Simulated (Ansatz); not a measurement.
## Effect of 7 layers on Tl

Take Tl in the hcp (Mg type) structure (space group P6_3/mmc, No. 194; a = 3.521 Å, c = 5.603 Å) as the base. Axes: x lies along a and z along c of the hexagonal cell.

It is then changed as follows: a free-standing slab of 7 layers (7 atoms, 1 a layer) is cut normal to the z axis, with 15 Å of vacuum and the in-plane cell held at bulk.

Level of theory: r2SCAN (Ansatz, a first-principles code), no spin-orbit coupling, earlier PAW set. Settings: 15×15×1 k-points, 0.05 eV Fermi–Dirac smearing, for the changed cell.

* **Layer's space group (with vacuum)**: P-6m2 (No. 187)
* **Shortest interatomic distance**: 3.392 Å (base 3.461 Å)
* **Band gap**: zero (base zero)
* **Excess energy per area of both faces (slab less bulk energy over the cell's area: twice a surface energy)**: 0.7 J/m² (uncertain by up to 0.1 J/m²)
* **Thickness between the outermost nuclei**: 16.62 Å

The excess energy carries the mismatch between the slab's and the bulk's meshes. No phonon test of stability was made.
